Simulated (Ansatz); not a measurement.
Ansatz (a quantum-chemistry and plane-wave program) run on Mo₂Ir (P6_3/mmc, 12 atoms in the cell): self-consistent single point.

Level of theory: PBE (plane waves, PAW; Ansatz).

```
CELL_PARAMETERS angstrom
      5.45933     0.00000     0.00000
     -2.72967     4.72792     0.00000
      0.00000     0.00000     8.95360
ATOMIC_POSITIONS crystal
  Ir 0.33333 0.66667 0.06286
  Ir 0.66667 0.33333 0.56286
  Ir 0.66667 0.33333 0.93714
  Ir 0.33333 0.66667 0.43714
  Mo 0.00000 0.00000 0.00000
  Mo 0.00000 0.00000 0.50000
  Mo 0.83049 0.16951 0.25000
  Mo 0.66097 0.83049 0.75000
  Mo 0.83049 0.66097 0.25000
  Mo 0.16951 0.83049 0.75000
  Mo 0.33903 0.16951 0.25000
  Mo 0.16951 0.33903 0.75000
```

Reference input (self-consistent single point, DFT, PBE, plane waves, default PAW files): basis.ecutwfc = 30.9 Ry; kpoints.mp_grid.grid = 6 6 3; hamiltonian.xc = pbe; hamiltonian.pseudopotentials = {kind: paw} (the program's default PAW files); scf.occupations.method = methfessel_paxton; scf.occupations.width = 0.02 Ry. This run's input differs from it in these lines:

Ansatz 0.2 input:
```diff
@@ -27,3 +27,3 @@
 scf:
-  occupations: { method: methfessel_paxton, width: 0.02 Ry }
+  occupations: { method: methfessel_paxton, width: 0.011 Ry }
 output:
```

Log, with long lists cut:

```
SCF iter   1: F=—  HF=-87381.445806 eV  |F-HF|=—  |Δ(HF+E_count)|=         —  Δρ=7.24e-3  dr2=1.38e-1  ethr=1.77e-3  ⟨swp⟩=4.2  Hψ=4603  notcnv=0
all-band conjugate gradients solve this SCF's bands
preconditioner: auto → Kerker (q_TF=auto, 2.617 Å⁻¹)
SCF iter   2: F=—  HF=-87381.432643 eV  |F-HF|=—  |Δ(HF+E_count)|=   1.32e-2  S|Δr|=    0.00e0  Δρ=3.43e-3  dr2=2.90e-2  ethr=7.68e-5  ⟨swp⟩=1.9  Hψ=1907  notcnv=0
SCF iter   3: F=—  HF=-87381.426647 eV  |F-HF|=—  |Δ(HF+E_count)|=   6.00e-3  S|Δr|=    0.00e0  Δρ=6.28e-4  dr2=8.77e-4  ethr=1.61e-5  ⟨swp⟩=2.0  Hψ=1968  notcnv=0
SCF iter   4: F=—  HF=-87381.426558 eV  |F-HF|=—  |Δ(HF+E_count)|=   8.95e-5  S|Δr|=    0.00e0  Δρ=1.27e-4  dr2=4.67e-5  ethr=4.87e-7  ⟨swp⟩=2.0  Hψ=2152  notcnv=0
SCF iter   5: F=—  HF=-87381.426977 eV  |F-HF|=—  |Δ(HF+E_count)|=   4.19e-4  S|Δr|=    0.00e0  Δρ=3.08e-5  dr2=2.12e-6  ethr=2.59e-8  ⟨swp⟩=2.4  Hψ=2220  notcnv=0
SCF iter   6: F=-87381.426977 eV  HF=-87381.426977 eV  |F-HF|=1.54e-8  |Δ(HF+E_count)|=   6.66e-9  S|Δr|=    0.00e0  Δρ=6.30e-6  dr2=8.70e-8  ethr=5.56e-11  ⟨swp⟩=7.1  Hψ=5844  notcnv=0
SCF 1 converged in 6 iterations: F = -87381.426977 eV  dr2 = 8.70e-8
Stability not checked (fill_not_monotonic)
Free energy (F): -87381.426977 eV
Internal energy: -87381.425888 eV  (E = F + TS)
E sigma→0 (E₀):  -87381.426704 eV
Entropy (-TS):   -0.001089 eV (-0.091 meV/atom)
Fermi energy:    16.557051 eV
--- Forces (eV/Å), atoms counted from 1 ---
  atom   1  Ir     0.00000000    -0.00000000     0.01160323
  atom   2  Ir     0.00000000     0.00000000     0.01160323
  atom   3  Ir     0.00000000     0.00000000    -0.01160323
  atom   4  Ir    -0.00000000    -0.00000000    -0.01160323
   [... lines left out ...]
  atom  12  Mo     0.00000000     0.06526405     0.00000000
--- Stress (GPa, compression-positive) ---
      -32.229254       0.000000       0.000000
       -0.000000     -32.229254      -0.000000
        0.000000      -0.000000     -32.297385
  P = ⅓ Tr σ = -32.2520 GPa (-322.520 kbar)
  The stress holds the Pulay correction. Without it, at fixed plane waves, as pw.x and ABINIT print it: P = -32.2892 GPa
```

The run converged in 6 iterations. Against the reference run the free energy is nearly the same (within 1 meV/atom), the pressure moves little (-32.28 to -32.25 GPa) and the largest force goes from 0.050 to 0.065 eV/Å.

The starting cell was generated: these elements placed on a structure prototype, without a prior relaxation; it need not be a known phase or ordering of this composition. Spin polarisation is off. With a pressure of about -32 GPa the cell is away from its equilibrium volume at this level. Ansatz's pressure includes its estimate of the finite-basis (Pulay) stress.
